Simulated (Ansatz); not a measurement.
# Quick settings and what they miss: Sr₂GaSi (Amm2, 4 atoms in the cell)

Self-consistent single point.

```yaml
crystal:
  lattice:
    - [4.15302, 0.00000, 0.00000]
    - [0.00000, 2.31797, 5.78304]
    - [0.00000, -2.31797, 5.78304]
  atoms:
    - { symbol: Sr, position: [0.50000, 0.63924, 0.63924] }
    - { symbol: Sr, position: [0.00000, 0.35878, 0.35878] }
    - { symbol: Ga, position: [0.50000, 0.93840, 0.93840] }
    - { symbol: Si, position: [0.00000, 0.06359, 0.06359] }
```

Method: PBEsol, PAW files made with PBE (plane waves; Ansatz, a quantum-chemistry and plane-wave program).

Base settings: basis.ecutwfc = 420 eV; kpoints.mp_grid.grid = 8 8 8; hamiltonian.xc = pbesol; hamiltonian.pseudopotentials = {kind: paw} (the program's default PAW files); scf.occupations.method = cold; scf.occupations.width = 0.05 eV.

Tight run (finer mesh or higher cutoff; not a proven limit): basis.ecutwfc: 420 eV → 590 eV; kpoints.mp_grid.grid: 8 8 8 → 11 11 11; scf.convergence.dr2_threshold: default (1e-07 eV) → 1e-09 eV. It gave Fermi level (on the code's own zero) 7.73 eV; pressure 1.04 GPa; largest force (vector length) 0.094 eV/Å.

Quick runs, as changes from the base:
- A: the base itself
- B: basis.ecutwfc: 420 eV → 210 eV; kpoints.mp_grid.grid: 8 8 8 → 4 4 4; scf.occupations.method: cold → methfessel_paxton; scf.occupations.width: 0.05 eV → 0.2 eV; scf.convergence.dr2_threshold: default (1e-07 eV) → 0.0001 eV
- C: basis.ecutwfc: 420 eV → 250 eV; kpoints.mp_grid.grid: 8 8 8 → 3 3 3
- D: basis.ecutwfc: 420 eV → 335 eV; kpoints.mp_grid.grid: 8 8 8 → 6 6 6; kpoints.mp_grid.shift: default → 0.5 0.5 0.5
- E: basis.ecutwfc: 420 eV → 250 eV; kpoints.mp_grid.grid: 8 8 8 → 1 1 1
- F: basis.ecutwfc: 420 eV → 210 eV; scf.occupations.method: cold → methfessel_paxton; scf.occupations.width: 0.05 eV → 0.272 eV

Energies are extrapolated to zero smearing width, which holds to low order in the width alone.

The count of work is k-points × plane waves × bands × iterations; it is no time. 

Pressures in the table are Ansatz's without its Pulay estimate, at a fixed set of plane waves; the tight run's value above holds the estimate.

The starting cell comes from a database of computed structures (which also holds hypothetical and non-ambient phases and stackings), without a prior relaxation at this level. Its lattice was rescaled by a random factor within 2.5 % of one.

| run | energy less tight (meV/atom) | pressure less tight (GPa) | largest miss in a force vector (eV/Å) | count of work / tight |
|---|---|---|---|---|
| A | 0.9 | -0.01 | 0.007 | 0.26 |
| B | 1246.6 | -35.94 | 0.020 | 0.011 |
| C | 320.5 | -10.44 | 0.105 | 0.0081 |
| D | 1.2 | -0.20 | 0.010 | 0.058 |
| E | 958.2 | -11.38 | 3.311 | 0.0010 |
| F | 1235.3 | -35.88 | 0.046 | 0.084 |

Among the runs at the tight run's level, the energy misses run from 0.9 to 1246.6 meV/atom.

Keys are those of Ansatz 0.2.
